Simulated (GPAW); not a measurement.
```
CELL_PARAMETERS angstrom
      5.78971     0.00000     0.00000
     -2.89485     5.01403     0.00000
      0.00000     0.00000     7.43193
ATOMIC_POSITIONS crystal
  Na 0.00000 0.00000 0.99295
  Na 0.33333 0.66667 0.81063
  Ba 0.00000 0.00000 0.51250
  Ba 0.66667 0.33333 0.15296
  P  0.33333 0.66667 0.28516
  P  0.66667 0.33333 0.72059
  O  0.18498 0.81502 0.20758
  O  0.18498 0.36996 0.20758
  O  0.63004 0.81502 0.20758
  O  0.81408 0.18592 0.79915
  O  0.81408 0.62816 0.79915
  O  0.37184 0.18592 0.79915
  O  0.33333 0.66667 0.49527
  O  0.66667 0.33333 0.50970
```

Level of theory: LDA (Perdew-Wang 92), GPAW PAW datasets LDA (gpaw-data 1.0.1) (plane waves; GPAW).

The set-up and first iterations of a GPAW log for BaNaPO4 (P3m1, 14 atoms in the cell):

```
Input parameters:
  convergence: {bands: -4}
  kpts: {gamma: True,
         size: (6, 6, 4)}
  maxiter: 150
  mode: {ecut: 900,
         name: pw}
  nbands: -6
  occupations: {name: fermi-dirac,
                width: 0.0}
  symmetry: {symmorphic: False,
             tolerance: 0.0005}

species:
  Na:
    name: Sodium
    Z: 11.0
    valence: 7
    core: 4
    charge: 0.0
    file: Na.LDA.gz

    # Using partial waves for Na as LCAO basis

  Ba:
    name: Barium
    Z: 56.0
    valence: 10
    core: 46
    charge: 0.0
    file: Ba.LDA.gz

    # Using partial waves for Ba as LCAO basis

  P:
    name: Phosphorus
    Z: 15.0
    valence: 5
    core: 10
    charge: 0.0
    file: P.LDA.gz

    # Using partial waves for P as LCAO basis

  O:
    name: Oxygen
    Z: 8.0
    valence: 6
    core: 2
    charge: 0.0
    file: O.LDA.gz

    # Using partial waves for O as LCAO basis

Reference energy: -485781.440355  # eV

Spin-paired calculation

   [... lines left out ...]
   1 Na    -0.000003    3.342692    6.024543    ( 0.0000,  0.0000,  0.0000)
   2 Ba     0.000000    0.000000    3.808863    ( 0.0000,  0.0000,  0.0000)
   3 Ba     2.894858    1.671343    1.136788    ( 0.0000,  0.0000,  0.0000)
   4 P     -0.000003    3.342692    2.119288    ( 0.0000,  0.0000,  0.0000)
   5 P      2.894858    1.671343    5.355372    ( 0.0000,  0.0000,  0.0000)
   6 O     -1.288384    4.086539    1.542719    ( 0.0000,  0.0000,  0.0000)
   7 O      0.000000    1.854992    1.542719    ( 0.0000,  0.0000,  0.0000)
   8 O      1.288384    4.086539    1.542719    ( 0.0000,  0.0000,  0.0000)
   9 O      4.175075    0.932209    5.939224    ( 0.0000,  0.0000,  0.0000)
  10 O      2.894855    3.149616    5.939224    ( 0.0000,  0.0000,  0.0000)
  11 O      1.614634    0.932209    5.939224    ( 0.0000,  0.0000,  0.0000)
  12 O     -0.000003    3.342692    3.680810    ( 0.0000,  0.0000,  0.0000)
  13 O      2.894858    1.671343    3.788053    ( 0.0000,  0.0000,  0.0000)

Unit cell:
           periodic     x           y           z      points  spacing
  1. axis:    yes    5.789709    0.000000    0.000000    42     0.1194
  2. axis:    yes   -2.894854    5.014035    0.000000    42     0.1194
  3. axis:    yes    0.000000    0.000000    7.431927    54     0.1376

  Lengths:   5.789709   5.789709   7.431927
  Angles:   90.000000  90.000000 119.999996

Effective grid spacing dv^(1/3) = 0.1313
     iter     time        total  log10-change:
                         energy   eigst   dens
iter:   1 --:--:--  -112.323282   +0.38
iter:   2 --:--:--  -110.033860   -0.63  -0.90
iter:   3 --:--:--  -104.047714   -0.38  -0.97
iter:   4 --:--:--  -103.845564   -0.79  -1.26
iter:   5 --:--:--  -103.956833   -1.05  -1.38
iter:   6 --:--:--  -103.750540   -1.31  -1.73
iter:   7 --:--:--  -103.827686   -1.71  -2.16
iter:   8 --:--:--  -103.704089   -1.86  -1.92
iter:   9 --:--:--  -103.729573   -2.23  -2.72
iter:  10 --:--:--  -103.709699c  -2.37  -2.26
iter:  11 --:--:--  -103.704108c  -2.58  -2.53
iter:  12 --:--:--  -103.704182c  -2.73  -3.14
iter:  13 --:--:--  -103.704413c  -2.85  -3.17
iter:  14 --:--:--  -103.704073c  -2.77  -3.11
iter:  15 --:--:--  -103.704141c  -3.03  -3.38
iter:  16 --:--:--  -103.704027c  -3.13  -3.44
iter:  17 --:--:--  -103.704018c  -3.28  -3.53
iter:  18 --:--:--  -103.704011c  -3.42  -3.57
iter:  19 --:--:--  -103.704014c  -3.52  -3.65
iter:  20 --:--:--  -103.704014c  -3.68  -3.78
iter:  21 --:--:--  -103.704007c  -3.94  -3.85
iter:  22 --:--:--  -103.704003c  -3.95  -4.00
```

How does the run end?

The run converged in 41 iterations. Its thresholds were met; that alone does not show that basis and mesh suffice. It ends on: free energy E − TS (from the program's reference atoms) -103.7040 eV; top of the valence band (on the code's own zero) 3.19 eV; gap on the k-point mesh 4.11 eV; largest force (vector length) 1.152 eV/Å. The log goes on:

```
iter:  23 --:--:--  -103.704002c  -4.08  -4.23c
iter:  24 --:--:--  -103.704000c  -4.05  -4.25c
iter:  25 --:--:--  -103.704001c  -4.50  -4.33c
iter:  26 --:--:--  -103.704000c  -4.50  -4.42c
iter:  27 --:--:--  -103.704000c  -4.64  -4.44c
   [... 9 lines left out ...]
iter:  37 --:--:--  -103.704000c  -6.42  -5.42c
iter:  38 --:--:--  -103.704000c  -6.74  -5.42c
iter:  39 --:--:--  -103.704000c  -7.12  -5.45c
iter:  40 --:--:--  -103.704000c  -7.25  -5.80c
iter:  41 --:--:--  -103.704000c  -7.43c -5.82c
Converged after 41 iterations.

Dipole moment: (1.264224, -0.729900, -2.998427) |e|*Ang

Energy contributions relative to reference atoms: (reference = -485781.440355)

Kinetic:        +60.496714
Potential:      -60.778621
External:        +0.000000
XC:            -104.818847
Entropy (-ST):   +0.000000
Local:           +1.396755
SIC:             +0.000000
--------------------------
Free energy:   -103.704000
Extrapolated:  -103.704000

Showing only first 2 kpts
 Kpt  Band  Eigenvalues  Occupancy
  0    44      2.91500    2.00000
  0    45      3.19080    2.00000
  0    46      7.29943    0.00000
  0    47      8.89963    0.00000

  1    44      2.94589    2.00000
  1    45      3.18999    2.00000
  1    46      7.64540    0.00000
  1    47      8.97206    0.00000

Fermi level: 5.24511

Gap: 4.109 eV
Transition (v -> c):
  (s=0, k=0, n=45, [0.00, 0.00, 0.00]) -> (s=0, k=0, n=46, [0.00, 0.00, 0.00])
No difference between direct/indirect transitions
   [... lines left out ...]
  7 O     0.00000    0.83081    0.48158
  8 O    -0.71950   -0.41540    0.48158
  9 O    -0.76330    0.44069   -0.40244
 10 O    -0.00000   -0.88138   -0.40244
 11 O     0.76330    0.44069   -0.40244
 12 O    -0.00000    0.00000   -1.15233
 13 O     0.00000    0.00000    0.92360

Stress tensor:
     0.061918    -0.000000     0.000000
    -0.000000     0.061918     0.000000
     0.000000     0.000000     0.067556
Stress (GPa, Voigt): [ 9.9204  9.9204 10.8236  0.      0.     -0.    ]
```

For comparison: a first run was changed to give this one (lattice scaled by 1.015), and from it to this one the free energy goes up by 34.4 meV/atom, the largest force goes from 0.243 to 1.152 eV/Å and the gap on the mesh goes from 4.353 to 4.109 eV.

The starting cell comes from a database of computed structures (which also holds hypothetical and non-ambient phases and stackings), without a prior relaxation at this level. Its lattice was rescaled by a random factor within 2.5 % of one. For this run, on top of that: lattice scaled by 1.015. Forces in this geometry exceed 1 eV/Å.

The run was DFT LDA (Perdew-Wang 92), plane waves, GPAW PAW datasets LDA (gpaw-data 1.0.1). Main settings of its input:

* **mode**: pw
* **ecut**: 900 eV
* **xc**: LDA
* **kpts**: 6 6 4
* **mesh shift (steps)**: 0 0 0
* **occupations.name**: fermi-dirac
* **occupations.width**: 0 eV
* **nbands**: -6
* **convergence.bands**: -4
* **symmetry.symmorphic**: false
* **symmetry.tolerance**: 0.0005
* **maxiter**: 150
